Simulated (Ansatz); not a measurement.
Here is the system:

```yaml
crystal:
  lattice:
    - [0.00000, 2.72581, 2.72581]
    - [2.72581, 0.00000, 2.72581]
    - [2.72581, 2.72581, 0.00000]
  atoms:
    - { symbol: Ga, position: [0.00000, 0.00000, 0.00000] }
    - { symbol: P, position: [0.25000, 0.25000, 0.25000] }
```

All values below come from r2SCAN with spin-orbit coupling, rigid bands (plane waves, PAW; Ansatz, a quantum-chemistry and plane-wave program). Cell: cell and atoms relaxed with r2SCAN.

Task: Predict the electron conductivity mass (n e² τ/σ) at 300 K, by direction if it differs.

Result: 0.34 mₑ.

Task: Predict the hole conductivity mass (n e² τ/σ) at 300 K, by direction if it differs.

Result: 0.48 mₑ.

Task: And the band gap?

Result: 1.82 eV at this level; semilocal functionals usually fall short of the measured gap.

Rigid bands, one relaxation time for all states, no polarons.
